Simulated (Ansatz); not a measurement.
## A series of runs on YSi (P6_3/mmc, 4 atoms in the cell)

```yaml
crystal:
  lattice:
    - [4.94699, 0.00000, 0.00000]
    - [-2.47350, 4.28422, 0.00000]
    - [0.00000, 0.00000, 6.89489]
  atoms:
    - { symbol: Y, position: [0.00000, 0.00000, 0.00000] }
    - { symbol: Y, position: [0.00000, 0.00000, 0.50000] }
    - { symbol: Si, position: [0.33333, 0.66667, 0.25000] }
    - { symbol: Si, position: [0.66667, 0.33333, 0.75000] }
```

Base run A: PBE run with Ansatz (an electronic-structure program), self-consistent single point.

Its settings: basis.ecutwfc = 30.9 Ry; kpoints.mp_grid.grid = 6 6 4; hamiltonian.xc = pbe; hamiltonian.pseudopotentials = {kind: paw}, with the files named one by one; scf.occupations.method = cold; scf.occupations.width = 0.02 Ry.

The starting cell was generated: these elements placed on a structure prototype, without a prior relaxation; it need not be a known phase or ordering of this composition. In the base run, with a pressure of about -10 GPa the cell is away from its equilibrium volume at this level. Ansatz's pressure includes its estimate of the finite-basis (Pulay) stress.

ΔF is the free energy per atom less that of run A. 

The first pressure column holds Ansatz's estimate of the finite-basis (Pulay) stress, which hides part of the cutoff error; the other is without it.

| run | change | ΔF (meV/atom) | pressure (GPa) | pressure at a fixed set of plane waves (GPa) |
|---|---|---|---|---|
| A | base | 0.00 | -9.52 | -9.53 |
| B | lattice scaled by 0.97 | -177.4 | -8.14 | -8.14 |
| C | lattice scaled by 0.97; basis.ecutwfc: 30.9 Ry → 18.4 Ry | -117.7 | -8.17 | -9.87 |
| D | lattice scaled by 0.985 | -93.5 | -8.94 | -8.94 |
| E | lattice scaled by 0.985; basis.ecutwfc: 30.9 Ry → 18.4 Ry | -33.7 | -8.95 | -10.60 |
| F | lattice scaled by 1.015 | 101.5 | -9.94 | -9.94 |
| G | lattice scaled by 1.015; basis.ecutwfc: 30.9 Ry → 18.4 Ry | 161.0 | -9.90 | -11.45 |
| H | lattice scaled by 1.03 | 209.6 | -10.19 | -10.20 |
| I | lattice scaled by 1.03; basis.ecutwfc: 30.9 Ry → 18.4 Ry | 268.6 | -10.15 | -11.64 |
| J | basis.ecutwfc: 30.9 Ry → 18.4 Ry | 59.6 | -9.51 | -11.11 |

Run G against A: The free energy rises by 161 meV/atom and the pressure goes from -9.52 to -9.90 GPa.

Run J against A: The free energy goes up by 59.6 meV/atom and the pressure moves little (-9.52 to -9.51 GPa).

Run H against A: The free energy rises by 210 meV/atom and the pressure goes from -9.52 to -10.19 GPa.

Keys are those of Ansatz 0.2.
